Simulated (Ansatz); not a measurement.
A periodic model of amorphous In₂₄O₄₁Nb₂:

```xyz
67
Lattice="10.2117 0.2529 0.3997 0.2529 9.6104 0.5670 0.3997 0.5670 9.6840" Properties=species:S:1:pos:R:3 pbc="T T T"
In     9.8876     1.4918     4.7551
In     4.2399     3.8264     3.9322
In     6.9870     6.7494     2.7411
In    10.2914     6.6862     9.7075
In     9.0721     3.8559     7.6909
In    10.1857     2.6313     1.2441
In     3.4545     7.5695     8.1728
In     5.2500     4.0186     7.6923
In     6.7131     3.5266     1.1645
In     6.4527    10.2696    10.4648
In     5.4429     6.9027     5.6640
In     9.3059     6.6991     5.9214
In     2.5750     0.7943     2.5988
In     7.7509     4.0281     4.6819
In     2.8815     4.4280     0.5943
In     7.2244     7.3340     9.0200
In     6.3838     0.6007     3.5816
In     1.7737     8.0825     5.3252
In    10.3036     9.8728     9.0142
In     3.7633     0.8073     5.8102
In     3.7427     7.4328     2.0996
In     7.1865     1.2299     6.7898
In     0.9546     4.5621     3.3398
In     3.0351     1.5913     8.9803
O      4.3026     1.6501     3.8268
O      7.7494     1.8376     4.6672
O      3.0360     5.0008     2.6752
O      9.3785     1.6956     6.9222
O      5.3535     4.4672     9.7729
O      8.7928     3.5054     9.7699
O      9.8972     8.7251     5.4526
O      3.6168     9.6495     8.2545
O      5.2009     7.4821     3.6431
O      1.7705     0.6801     4.6314
O      8.1040     9.3846     8.9281
O      6.4553     1.4130     1.6841
O     10.1899     0.7235     2.6661
O      9.7756     3.2621     3.3409
O      3.2754     7.1223    10.1588
O      3.2562     5.3060     8.0562
O      6.1082     9.6259     6.1138
O      0.8940     3.9687     7.6825
O      9.9019     8.0222     1.2696
O      7.1291     3.6189     6.7663
O      5.7568     1.8340     8.2637
O      8.0430     8.6328     3.2841
O      3.4570     2.7635     7.1373
O      3.6926     8.0885     6.0911
O      6.2668     4.2601     3.1310
O      8.8899     6.2955     8.0219
O      1.1167     7.8600     7.9875
O      2.0524     8.2485     3.1761
O      2.2379     2.3215     1.0843
O      9.5425     4.5808     5.6725
O      0.9290     1.4229     9.1052
O      5.6600     6.8093     7.7639
O      7.3997     6.2528     4.8909
O      7.7979     5.7021     1.0557
O      5.8087     7.6151     1.0255
O      0.6801     4.5171     0.8332
O     10.1508     6.6599     3.7512
O      2.2009     3.5456     4.8294
O      1.4899     6.0355     5.7817
O      3.9379     9.5886     1.5279
O      4.5527     4.8926     5.7294
Nb     9.9618     8.4695     3.0756
Nb     2.2475     4.4589     6.5676
```

All values below come from PBE, scalar-relativistic without spin-orbit coupling (plane waves to 420 eV, PAW; Ansatz, a quantum-chemistry and plane-wave program).

It comes from a melt-quench run on a machine-learned potential (CHGNet), relaxed afterwards by DFT. O atoms were pushed apart under 1.9 Å during the dynamics, to hinder bonds among them. The hot cell started wider than the set density and was brought back towards it in steps. It is the lowest in DFT energy of 2 quenches. It is a model cell: composition and starting density were chosen by hand, and all elements were melted together. No dispersion term was used. Its density started from a set value of 6.32 and ended at 6.32 g/cm³. The quench (nominally 280 K/ps over its main leg) was far faster than any real one, so the model tends to hold more defects than a real film. One small periodic cell is one sample of the glass; other quenches scatter about these values. The volume was held where the preparation left it and the shape relaxed, at a PBE pressure of -1.5 GPa (tension). Stress components on the final sampling reach 1.5 GPa.

Neighbours within In-In 3.12 Å, In-O 2.70 Å, In-Nb 3.12 Å, O-O 1.58 Å, O-Nb 2.53 Å, Nb-Nb 3.12 Å count as bonded. Two cations that share two anions don't count as bonded, nor two that share one unless they lie closer than In-In 3.04 Å, In-Nb 3.04 Å, Nb-Nb 3.04 Å.

Task: Give the coordination numbers, mean bond lengths and angles.

Result: 
* **Mean coordination of In by anions**: 5.58 (10 with 5, 14 with 6)
* **Mean coordination of O**: 3.56 (1 with 2, 16 with 3, 24 with 4)
* **Mean coordination of Nb by anions**: 6.00 (2 with 6)
* **Mean In-O bond**: 2.224 Å (spread 0.121 Å, 134 counted)
* **Mean O-Nb bond**: 2.063 Å (spread 0.218 Å, 12 counted)
* **Bond angle at In**: mean 104.3°, spread 28.4°
* **Bond angle at O**: mean 110.7°, spread 15.3°
* **Bond angle at Nb**: mean 103.5°, spread 30.2°

Task: List the pairs of like atoms that count as bonded by the rules above.

Result: There are none by these rules.
